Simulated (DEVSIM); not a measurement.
System: abrupt Ge n-p junction, at 400 K.

```tsv
layer (left to right)	material	thickness (μm)	Nd (cm⁻³)	Na (cm⁻³)	τn (s)	τp (s)
1	Ge	0.600	1.9e17	-	1.4e-5	1.4e-5
2	Ge	0.820	-	2e15	1.4e-5	1.4e-5
```

Left contact: ohmic. Right contact: ohmic. Voltage is applied to the left contact. Recombination: SRH at mid-gap, Auger. Mobility is constant in doping.

Constants are typed, rounded textbook-type inputs, not results; the design itself was drawn at random and stands for no fabricated device. Values at 300 K; Nc and Nv go as T^1.5, mobilities as T to minus their exponent, the gap by Varshni's rule with the affinity fixed.

```tsv
parameter	Ge
gap (eV)	0.664
affinity (eV)	4
permittivity	16
Nc (cm⁻³)	1.04e19
Nv (cm⁻³)	6e18
μn (cm²/Vs)	3900
μp (cm²/Vs)	1900
T exponent of μn	1.66
T exponent of μp	2.33
Cn (cm⁶/s)	1e-31
Cp (cm⁶/s)	1e-31
Varshni α (eV/K)	0.000477
Varshni β (K)	235
```

DEVSIM, 1D drift-diffusion, Boltzmann statistics, complete ionisation; no tunnelling, impact ionisation, image-force lowering or self-heating.

**Question.** Tabulate band edges, carrier densities and field at zero bias.

**Answer.** Energies count from the Fermi level of the right contact; mesh points crowd at the junctions.

```
x (μm)   Ec (eV)  Ev (eV)  n (cm⁻³)  p (cm⁻³)  field (V/cm)
-------  -------  -------  --------  --------  ------------
0.000      0.153   -0.471    1.9e17    1.1e13           ≈ 0
0.01487    0.153   -0.471    1.9e17    1.1e13           ≈ 0
0.04065    0.153   -0.471    1.9e17    1.1e13           ≈ 0
0.07861    0.153   -0.471    1.9e17    1.1e13           ≈ 0
0.1720     0.153   -0.471    1.9e17    1.1e13           ≈ 0
0.2846     0.153   -0.471    1.9e17    1.1e13           ≈ 0
0.4020     0.153   -0.471    1.9e17    1.1e13           ≈ 0
0.5076     0.153   -0.471    1.9e17    1.1e13            23
0.5506     0.154   -0.470    1.9e17    1.1e13           680
0.5780     0.160   -0.464    1.5e17    1.3e13          5500
0.5966     0.181   -0.443    8.4e16    2.4e13         20000
0.6149     0.218   -0.406    2.9e16    7.0e13         16000
0.6412     0.251   -0.373    1.1e16    1.8e14         10000
0.6802     0.282   -0.342    4.5e15    4.5e14          6300
0.7699     0.319   -0.305    1.5e15    1.3e15          2600
0.8963     0.337   -0.287    9.0e14    2.2e15           720
1.072      0.343   -0.281    7.6e14    2.7e15           110
1.210      0.344   -0.280    7.5e14    2.7e15            26
1.323      0.344   -0.280    7.4e14    2.7e15           ≈ 0
1.368      0.344   -0.280    7.4e14    2.7e15           ≈ 0
1.399      0.344   -0.280    7.4e14    2.7e15           ≈ 0
1.420      0.344   -0.280    7.4e14    2.7e15           ≈ 0
```
